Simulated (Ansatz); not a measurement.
**Several settings converged on MoW (Cmm2, 2 atoms in the cell)**

```
MoW
1.0
    1.57139    -2.22313     0.00000
    1.57139     2.22313     0.00000
    0.00000     0.00000     4.46416
Mo W
1 1
Direct
  0.00000   0.00000   0.01120
  0.50000   0.50000   0.50000
```

Base method: PBEsol, default PAW files made with PBE (plane waves; Ansatz, a program for electronic structure).

Base settings: basis.ecutwfc = 420 eV; kpoints.mp_grid.grid = 13 13 8; hamiltonian.xc = pbesol; hamiltonian.pseudopotentials = {kind: paw} (the program's default PAW files); scf.occupations.method = fermi_dirac; scf.occupations.width = 0.1 eV.

**The width of Fermi-Dirac smearing**

In this ladder: kpoints.mp_grid.grid = 21 21 13.

Narrow widths need finer meshes than wide ones, so the last steps can hold mesh noise.

Only quantities that move along the ladder and can be compared are tabulated; pressure and forces are left out, as mesh noise rules them at narrow widths.

| scf.occupations.width | free energy less the last step's (meV/atom) | energy extrapolated to zero width less the last step's (meV/atom) |
|---|---|---|
| 1 eV | -1335.62 | 161.36 |
| 0.5 eV | -269.98 | 37.97 |
| 0.3 eV | -86.26 | 4.67 |
| 0.2 eV | -36.20 | -0.01 |
| 0.1 eV | -7.40 | -0.21 |
| 0.05 eV | 0.00 | 0.00 |

Widest scf.occupations.width that holds the energy extrapolated to zero width within 0.5 meV/atom of the last step, with all finer ones: 0.2 eV; the step before is off by 4.7 meV/atom.

Widest scf.occupations.width that holds the free energy within 5 meV/atom: not settled: the last two steps still differ by 7.4 meV/atom, over half the tolerance, so the ladder does not show it.

The extrapolation to zero width removes most of the smearing's effect on the energy.

**The width of cold smearing**

In this ladder: kpoints.mp_grid.grid = 21 21 13; scf.occupations.method = cold.

Narrow widths need finer meshes than wide ones, so the last steps can hold mesh noise.

Only quantities that move along the ladder and can be compared are tabulated; pressure and forces are left out, as mesh noise rules them at narrow widths.

```tsv
scf.occupations.width	free energy less the last step's (meV/atom)
0.5 eV	-4.89
0.3 eV	-2.16
0.2 eV	-0.78
0.1 eV	-0.02
0.05 eV	0.00
```

Widest scf.occupations.width that holds the free energy within 1 meV/atom of the last step, with all finer ones: 0.2 eV; the step before is off by 2.2 meV/atom.

On the base run: the starting cell comes from a database of computed structures (which also holds hypothetical and non-ambient phases and stackings), without a prior relaxation at this level. Its lattice was rescaled by up to half a per cent. One atom was moved a little off its site on purpose. Spin polarisation is off. Ansatz's pressure includes its estimate of the finite-basis (Pulay) stress.

Left out of this page: 4 runs of the series outside the window shown, repeating another row's setting, or not comparable; 1 run of the series unsound by tests on forces, stress, charge or solver warnings.

Keys are those of Ansatz 0.2.
